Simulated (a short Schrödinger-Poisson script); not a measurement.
Structure: MOS inversion layer, SiO2 on p-type Ge(111), at 300 K.

```tsv
layer	material	thickness (nm)	Na (cm⁻³)
1	SiO2	3.5	-
2	Ge	390	1.1e18
```

The device is made up for the run: typed textbook-type constants, with dimensions and the other settings drawn at random. SiO2: permittivity 3.9, conduction-band edge (eV) 3.1, gap (eV) 9, electron mass (mₑ) 0.5. Ge: permittivity 16, conduction-band edge (eV) 0, gap (eV) 0.664, Nv at 300 K (cm⁻³) 6e18.

Channel valleys (confinement mass, in-plane density-of-states mass, number): L1 1.59, 0.08, 1; L3 0.09, 0.34, 3. At the gate the conduction-band edge of layer 1 lies 3.21 eV − eVg above the Fermi level of the channel; the field vanishes at the back. Gaps are held at their typed values at every temperature. Mesh 0.03 nm at interfaces.

Solved with a short Schrödinger-Poisson script written for these runs: 1D Poisson equation in equilibrium, electrons classical, Fermi-Dirac, parabolic valleys, classical holes, full ionisation, no traps, pinning or gate leakage.

The same stack at other levels of the model or other numerical settings:

```tsv
run	sheet density of all electrons at Vg = 2.85 V (cm⁻²)	sheet density of all electrons at Vg = 1.05 V (cm⁻²)	capacitance at Vg = 2.85 V (μF/cm²)	centroid of the channel electrons at Vg = 2.85 V (nm)	rough cost against the base
base	1.20e13	2.00e12	0.922	0.78	about 1
electrons treated as classical, Boltzmann	1.27e13	___	0.966	___	0.2
electrons treated as quantum, Hartree	1.09e13	___	0.879	1.73	5
mesh six times as coarse	1.20e13	1.96e12	0.917	0.85	0.3
```

Some entries are withheld; supply them.


- electrons treated as quantum, Hartree, sheet density of all electrons at Vg = 1.05 V (cm⁻²): 1.41e12
- electrons treated as classical, Boltzmann, centroid of the channel electrons at Vg = 2.85 V (nm): 0.39
- electrons treated as classical, Boltzmann, sheet density of all electrons at Vg = 1.05 V (cm⁻²): 2.10e12

The classical rows ignore confinement, and Boltzmann statistics overrate the density once the band edge passes the Fermi level.

Only the L valleys are kept; under strong confinement the Δ valleys of Ge fill too.
